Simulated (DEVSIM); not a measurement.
Device: illuminated Si p-on-n cell, one wavelength, with a back-surface field, at 400 K.

Layer 1 from the left is Si, thickness (μm) 0.170, Na (cm⁻³) 1.4e18, τn (s) 5.7e-9, τp (s) 2.1e-9, absorption coefficient (cm⁻¹) 100. Layer 2 from the left is Si, thickness (μm) 290, Nd (cm⁻³) 1.3e15, τn (s) 1.9e-7, τp (s) 1.9e-7, absorption coefficient (cm⁻¹) 100. Layer 3 from the left is Si, thickness (μm) 0.730, Nd (cm⁻³) 6.5e18, τn (s) 1.9e-7, τp (s) 1.9e-7, absorption coefficient (cm⁻¹) 100.

Left contact: ohmic, minority electron recombination velocity 20000 cm/s. Right contact: ohmic, minority hole recombination velocity 70 cm/s. Voltage is applied to the left contact. Recombination: SRH at mid-gap, radiative, Auger. Light enters at the left, 1.2e16 photons cm⁻² s⁻¹, one pass, no reflection. Mobility is μmin + (μ − μmin)/(1 + (N/Nref)^α).

This is a model device: material constants are rounded textbook-type values typed into the input, and sizes, dopings and lifetimes were drawn at random. Values at 300 K; Nc and Nv go as T^1.5, mobilities as T to minus their exponent, the gap by Varshni's rule with the affinity fixed.

Si: gap (eV) 1.124, affinity (eV) 4.05, permittivity 11.7, Nc (cm⁻³) 2.86e19, Nv (cm⁻³) 3.1e19, μn (cm²/Vs) 1417, μp (cm²/Vs) 470, μn,min 52, μp,min 45, Nref,n 9.7e16, Nref,p 2.2e17, αn 0.68, αp 0.72, T exponent of μn 2.3, T exponent of μp 2.2, B (cm³/s) 4.7e-15, Cn (cm⁶/s) 2.8e-31, Cp (cm⁶/s) 9.9e-32, Varshni α (eV/K) 0.000473, Varshni β (K) 636.

Simulated with DEVSIM: 1D drift-diffusion, Boltzmann statistics, complete ionisation; no tunnelling, impact ionisation, image-force lowering or self-heating.

Question: What does the simulation give for the fill factor, the dark forward voltage at 1 A/cm², the potential step across the device at zero bias, the short-circuit current?

Answer: fill factor 0.36; dark forward voltage at 1 A/cm² 0.566 V; potential step across the device at zero bias 0.909 V; short-circuit current 0.231 mA/cm².
